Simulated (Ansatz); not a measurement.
Point defects in CoSi

The reference is an 8-atom supercell of CoSi (space group P2_13, No. 198; a = 4.3857 Å; non-magnetic) at its relaxed geometry.

One neutral defect a cell, atoms relaxed at fixed cell.

Computed with PBEsol/PAW in Ansatz (an electronic-structure program), without spin-orbit coupling.

| variant | pressure | largest displacement of a host atom from its site in the perfect cell |
|---|---|---|
| perfect supercell | 0.0 GPa | – |
| S on a Si site, symmetric start | 5.5 GPa | 0.05 Å |
| Co interstitial (started 1.58 Å from the nearest host atom) | (withheld) | (withheld) |
| Co vacancy | -7.4 GPa | 0.08 Å |
| Si on a Co site (antisite), symmetric start | 17.5 GPa | 0.09 Å |
| Tl on a Si site | (withheld) | (withheld) |

Question: Complete the table.

Answer: 
- Co interstitial (started 1.58 Å from the nearest host atom), pressure: 46.4 GPa
- Co interstitial (started 1.58 Å from the nearest host atom), largest displacement of a host atom from its site in the perfect cell: 0.43 Å
- Tl on a Si site, pressure: 37.3 GPa
- Tl on a Si site, largest displacement of a host atom from its site in the perfect cell: 0.14 Å

Other magnetic orders, which the real material may have, were not ruled out. The cell is small, so the values are those of an ordered compound at a high defect concentration; dilute-limit values will differ. Defects with a symmetric start kept the site's symmetry and may sit on a saddle; the others started slightly shaken. Starting moments died away, wholly or in part, for S on a Si site, the base, Co interstitial (started 1.58 Å from the nearest host atom) and Co vacancy and more; another magnetic solution may exist. Spin-polarised in the final run: S on a Si site, Co interstitial (started 1.58 Å from the nearest host atom), Co vacancy, Si on a Co site (antisite) and Tl on a Si site; the other runs are not.
